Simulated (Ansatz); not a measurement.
V_Si+N_C in metastable 2H silicon carbide (start: the Si site; C 1.89 Å away; 96-site cell, 2×2×2 shifted sampling). Calculation: PBE, PAW (plane waves to 420 eV; Ansatz, a program for electronic structure). Total energies of the localised charge states, counted from that of charge 0, and their image corrections (point charge with alignment); the host's valence-band maximum lies at 9.434 eV on the cells' energy zero and its gap is 2.31 eV.

```json
[
 {"charge": "0", "moment (μB)": "1.0", "E − E(first) (eV)": "0.000", "correction (eV)": "0.000"},
 {"charge": "−1", "moment (μB)": "2.0", "E − E(first) (eV)": "9.751", "correction (eV)": "0.413"},
 {"charge": "−2", "moment (μB)": "1.0", "E − E(first) (eV)": "20.007", "correction (eV)": "1.172"}
]
```

Q: Derive the transition levels above the valence-band maximum and say which of them are thermodynamic.

A: A level is the Fermi energy at which two charges have equal formation energy: ε(q/q′) = [E(q′) + corr(q′) − E(q) − corr(q)] / (q − q′) − E_VBM.
ε(0/−1) = [(9.751 + 0.413) − (0.000 + 0.000)] / 1 − 9.434 = 0.73 eV
ε(−1/−2) = [(20.007 + 1.172) − (9.751 + 0.413)] / 1 − 9.434 = 1.58 eV
Thermodynamic levels at least 0.1 eV inside the gap: (0/−1) at 0.73 eV; (−1/−2) at 1.58 eV. Corrections reach 1.17 eV, so the outer levels may be off by several tenths of an eV. Only the charges listed were compared. Charge +1 has its level within 0.1 eV of a band edge or past it. The geometries come from one start. Flagged in the runs: a host whose relaxation on this sampling wasn't shown to rest.
